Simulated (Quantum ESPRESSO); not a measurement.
Input and output of a self-consistent single point for MgAu3 (Pm-3m, 4 atoms in the cell) (Quantum ESPRESSO).

Method of the run: PBEsol, GBRV 1.5 ultrasoft (PBESOL) pseudopotentials (plane waves; Quantum ESPRESSO).

The change in words: lattice scaled by 0.98. Reference geometry:
```xyz
4
Lattice="4.1065 0.0000 0.0000 0.0000 4.1065 0.0000 0.0000 0.0000 4.1065" Properties=species:S:1:pos:R:3 pbc="T T T"
Mg     0.0000     0.0000     0.0000
Au     2.0533     2.0533     0.0000
Au     0.0000     2.0533     2.0533
Au     2.0533     0.0000     2.0533
```

Reference input (self-consistent single point, DFT, PBEsol, plane waves, GBRV 1.5 ultrasoft (PBESOL) pseudopotentials): ecutwfc = 40 Ry; ecutrho = 320 Ry; occupations = smearing; smearing = fd; degauss = 0.0073499 Ry; potentials = {Mg: mg_pbesol_v1.4.uspp.F.UPF, Au: au_pbesol_v1.uspp.F.UPF}; K_POINTS = automatic 6 6 6 0 0 0; conv_thr = 1e-10 Ry. This run's input differs from it in these lines:

```diff
@@ -32,5 +32,5 @@
 CELL_PARAMETERS {bohr}
-   7.7602170226     0.0000000000     0.0000000000
-   0.0000000000     7.7602170226     0.0000000000
-   0.0000000000     0.0000000000     7.7602170226
+   7.6050119262     0.0000000000     0.0000000000
+   0.0000000000     7.6050119262     0.0000000000
+   0.0000000000     0.0000000000     7.6050119262
```

Output (repeated stretches shortened):

```
     Self-consistent Calculation

     iteration #  1     ecut=    40.00 Ry     beta= 0.70

---- Real-time Memory Report at c_bands before calling an iterative solver
           286 MiB given to the printing process from OS
            48 MiB allocation reported by mallinfo(arena+hblkhd)
------------------

     total energy              =    -469.24232237 Ry
     estimated scf accuracy    <       0.52807074 Ry

     iteration #  2     ecut=    40.00 Ry     beta= 0.70

---- Real-time Memory Report at c_bands before calling an iterative solver
           309 MiB given to the printing process from OS
   [... lines left out ...]

---- Real-time Memory Report at c_bands before calling an iterative solver
           311 MiB given to the printing process from OS
            71 MiB allocation reported by mallinfo(arena+hblkhd)
------------------

     total energy              =    -469.48285309 Ry
     estimated scf accuracy    <          6.7E-10 Ry

     iteration #  9     ecut=    40.00 Ry     beta= 0.70

---- Real-time Memory Report at c_bands before calling an iterative solver
           312 MiB given to the printing process from OS
            72 MiB allocation reported by mallinfo(arena+hblkhd)
------------------
     End of self-consistent calculation

     the Fermi energy is    14.6709 ev

!    total energy              =    -469.48285309 Ry
     estimated scf accuracy    <          6.7E-11 Ry
     smearing contrib. (-TS)   =      -0.00388619 Ry
     internal energy E=F+TS    =    -469.47896690 Ry

     convergence has been achieved in   9 iterations

     Forces acting on atoms (cartesian axes, Ry/au):

     atom    1 type  1   force =     0.00000000    0.00000000    0.00000000
   [... zero for the other atoms too ...]

     Total force =     0.000000     Total SCF correction =     0.000000

          total   stress  (Ry/bohr**3)                   (kbar)     P=       53.74
   0.00036533   0.00000000   0.00000000           53.74        0.00        0.00
   0.00000000   0.00036533   0.00000000            0.00       53.74        0.00
   0.00000000   0.00000000   0.00036533            0.00        0.00       53.74

   JOB DONE.
```

The run converged in 9 iterations. Against the reference run the free energy rises by 5.7 meV/atom and the pressure goes from -3.08 to 5.37 GPa.

The starting cell comes from a database of computed structures (which also holds hypothetical and non-ambient phases and stackings), without a prior relaxation at this level. For this run, on top of that: lattice scaled by 0.98. With a pressure of about 5 GPa the cell is away from its equilibrium volume at this level.
